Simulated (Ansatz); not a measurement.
Consider BP in the zinc blende structure (space group F-43m, No. 216; a = 4.5366 Å).

Computed with r2SCAN (Ansatz, a first-principles code; PAW; 500 eV plane waves; no SOC).

One change was made to it. Results:

The hole mass (degenerate bands, along [100]) becomes 0.24, 0.24, 0.33 mₑ (at Γ) (base: 0.24, 0.24, 0.32 mₑ (at Γ)); the lattice parameter a shrinks by 0.036 Å, from 4.537 Å to 4.501 Å; the smallest direct gap grows by 0.04 eV to 3.64 eV.

### Question
Which of these changes matches the shifts?
A) pressure −1 GPa
B) pressure 30 GPa
C) pressure 9 GPa
D) pressure 4.2 GPa
E) pressure 45 GPa

### Answer
D, pressure 4.2 GPa. For comparison, the hole mass in the other runs: pressure −1 GPa gives 0.24, 0.24, 0.32 mₑ (at Γ); pressure 45 GPa gives 0.23, 0.23, 0.41 mₑ (at Γ); pressure 9 GPa gives 0.24, 0.24, 0.34 mₑ (at Γ); pressure 30 GPa gives 0.23, 0.23, 0.39 mₑ (at Γ).

Load acts through the strain it causes; cell and atoms are relaxed under it. Effective masses come from finite differences of ±0.01 Å⁻¹. No phonon test of stability was made. No other phases were tried under pressure.
